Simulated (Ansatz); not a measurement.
**Convergence series on Lu (Fd-3m, 2 atoms in the cell)**

```
Lu
1.0
    0.00000     3.35269     3.35269
    3.35269     0.00000     3.35269
    3.35269     3.35269     0.00000
Lu
2
Direct
  0.75000   0.75000   0.75000
  0.50000   0.50000   0.50000
```

Computed with PBE (plane waves, PAW; Ansatz, a quantum-chemistry and plane-wave program).

The starting cell was generated: these elements placed on a structure prototype, without a prior relaxation; it need not be a known phase or ordering of this composition. In the base run, with a pressure of about 4 GPa the cell is away from its equilibrium volume at this level. Ansatz's pressure includes its estimate of the finite-basis (Pulay) stress.

Held fixed: kpoints.mp_grid.grid = 7 7 7; hamiltonian.xc = pbe; hamiltonian.pseudopotentials = {kind: paw} (the program's default PAW files); scf.occupations.method = cold; scf.occupations.width = 0.05 eV.

ΔF is the free energy per atom less that of the last row (840 eV).

The first pressure column holds Ansatz's estimate of the finite-basis (Pulay) stress, which hides part of the cutoff error; the other is without it.

```csv
basis.ecutwfc,ΔF (meV/atom),pressure (GPa),pressure at a fixed set of plane waves (GPa),plane waves,iterations
170 eV,21581.7,9.21,-328.83,339,7
210 eV,5501.6,7.53,-123.87,531,7
295 eV,51.4,4.26,1.47,893,7
335 eV,7.3,4.16,3.97,1067,7
380 eV,2.9,4.15,4.08,1243,7
420 eV,1.22,4.14,4.11,1459,7
485 eV,0.36,4.14,4.13,1837,7
545 eV,0.19,4.14,4.14,2109,6
630 eV,0.10,4.14,4.14,2733,7
735 eV,0.04,4.14,4.14,3479,7
840 eV,0.00,4.14,4.14,4279,6
```

Energy within 0.5 meV/atom of the last row: from basis.ecutwfc = 485 eV on; the one before it is off by 1.2 meV/atom.

Pressure within 0.2 GPa of the last row: from basis.ecutwfc = 295 eV on; the one before it is off by 3.4 GPa. The value it settles on is 4.1 GPa at this level of theory and with the other settings as held.

Keys are those of Ansatz 0.2.
